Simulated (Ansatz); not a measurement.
**monolayer SnS₂: band-edge transport data**

```
SnS2
1.0
    3.62747     0.00000     0.00000
   -1.81374     3.14148     0.00000
    0.00000     0.00000    18.93629
Sn S
1 2
Direct
  0.00000   0.00000   0.50000
  0.33333   0.66667   0.57941
  0.66667   0.33333   0.42059
```

Computed with PBE, rigid bands (plane waves, PAW, scalar-relativistic; Ansatz, an electronic-structure program). Condition of this run: biaxial strain -2 %. Cell: cell and atoms relaxed with PBE, then loaded as said.

```yaml
band_gap: 1.52 eV
electron conductivity mass (300 K, dilute): 0.39 mₑ
hole conductivity mass (300 K, dilute): 0.55 mₑ
effective density of states N_c (300 K): 1.4e13 cm⁻²
effective density of states N_v (300 K): 5.2e13 cm⁻²
Seebeck coefficient, n-type 1.9e12 cm⁻², 300 K: -345 μV/K
Seebeck coefficient, p-type 1.9e12 cm⁻², 300 K: 438 μV/K
```

Rigid bands; masses and Seebeck coefficients take one relaxation time τ for all states and one kind of carrier; polarons and phonon drag are left out. Spin-orbit coupling is left out; where it splits the top of the valence band, N_v and the p-type Seebeck coefficient come out somewhat high without it.
